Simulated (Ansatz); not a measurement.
## 3 layers of MoSi2N4, started at antiparallel, shifted by (2/3,1/3) (facing atoms over hollows or bridges)

The numbers are results of PBE+D3(BJ) (plane waves to 420 eV, PAW; Ansatz, a program for electronic structure), not measurements. Spin–orbit coupling is left out; the runs are not spin-polarised; PBE gaps are too small against experiment. Its k-point mesh 12×12×1, Fermi–Dirac width 0.01 eV. A dipole correction is on.

- gap between facing atomic planes = 2.81, 2.81 Å
- step of the vacuum level across the stack (top less bottom) = 0.00 eV
- PBE gap over the mesh and listed points off it = 1.67 eV, indirect (lowest direct gap 2.10 eV)
- valence and conduction edges under the vacuum level of the lower face = 5.28 and 3.61 eV

```xyz
21
Lattice="2.8941 0.0000 0.0000 -1.4470 2.5063 0.0000 0.0000 0.0000 45.2000" Properties=species:S:1:pos:R:3 pbc="T T T"
N      1.4470     0.8354     9.3316
Si     0.0000     0.0000     9.8425
N      0.0000     0.0000    11.5826
Mo     0.0000     1.6709    12.8256
N      0.0000     0.0000    14.0681
Si     0.0000     0.0000    15.8071
N      1.4470     0.8354    16.3101
N      0.0000     0.0000    19.1158
Si     1.4470     0.8354    19.6188
N      1.4470     0.8354    21.3576
Mo     0.0000     1.6709    22.6000
N      1.4470     0.8354    23.8424
Si     1.4470     0.8354    25.5813
N      0.0000     0.0000    26.0842
N      1.4470     0.8354    28.8899
Si     0.0000     0.0000    29.3929
N      0.0000     0.0000    31.1319
Mo     0.0000     1.6709    32.3744
N      0.0000     0.0000    33.6174
Si     0.0000     0.0000    35.3575
N      1.4470     0.8354    35.8684
```
